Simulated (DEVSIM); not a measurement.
Structure: Au/Si3N4/p-Si capacitor, at 300 K.

| layer (left to right) | material | thickness (nm) | Na (cm⁻³) |
|---|---|---|---|
| 1 | Si3N4 | 4.00 | - |
| 2 | Si | 11000 | 2.6e15 |

Metal gate on the left, work function 5.1 eV. Fixed charge at the semiconductor interface -1.3e11 cm⁻² (in units of +e); no interface traps.

The device is made up for the run: typed textbook-type constants, with dimensions and the other settings drawn at random. Values at 300 K.

```
parameter      Si3N4       Si
-------------  -----  -------
gap (eV)         5.1    1.124
affinity (eV)    2.1     4.05
permittivity     7.5     11.7
Nc (cm⁻³)          -  2.86e19
Nv (cm⁻³)          -   3.1e19
```

DEVSIM, 1D Poisson equation in equilibrium, Boltzmann statistics, complete ionisation; no quantum confinement or tunnelling. Metal contacts follow the ideal Schottky-Mott rule: no Fermi-level pinning, no interface dipoles.

The Si3N4 thickness was swept, all else fixed.

| Si3N4 thickness (μm) | threshold voltage (band bending 2φF) (V) | capacitance of the dielectric stack (μF/cm²) |
|---|---|---|
| 0.0016 | 0.82 | 4.15 |
| 0.0022 | 0.82 | 3.02 |
| 0.0028 | 0.83 | 2.37 |
| 0.0034 | 0.83 | 1.95 |
| 0.004 | 0.84 | 1.66 |
| 0.0048 | 0.84 | 1.38 |

From the first row to the last the threshold voltage (band bending 2φF) goes from 0.82 to 0.84. From the first row to the last the capacitance of the dielectric stack goes from 4.15 to 1.38.
